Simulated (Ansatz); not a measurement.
Consider the following.

```
CuPt
1.0
    1.28650     0.74276     4.04455
   -1.28650     0.74276     4.04455
    0.00000    -1.48553     4.04455
Cu Pt
1 1
Direct
  0.00000   0.00000   0.00000
  0.50000   0.50000   0.50000
```

A single point on CuPt with a change (isotropic strain −4.72 %), its geometry relaxed with PBEsol.

All numbers come from plane-wave PAW DFT at the PBEsol level (Ansatz, a program for electronic structure, 420 eV), with spin-orbit coupling. Settings: 25×25×25 k-points, 0.1 eV Fermi–Dirac smearing.

Q: Predict the band gap and pressure.

A: 
```json
{
 "band_gap": "zero",
 "pressure": "47.8 GPa"
}
```

Single points use the geometry relaxed with PBEsol. Stability against distortions was not tested. The cell was made from CuPt (space group R-3m, No. 166; a cell from a computed database, its experimental status unchecked) by this change: isotropic strain −4.72 %.
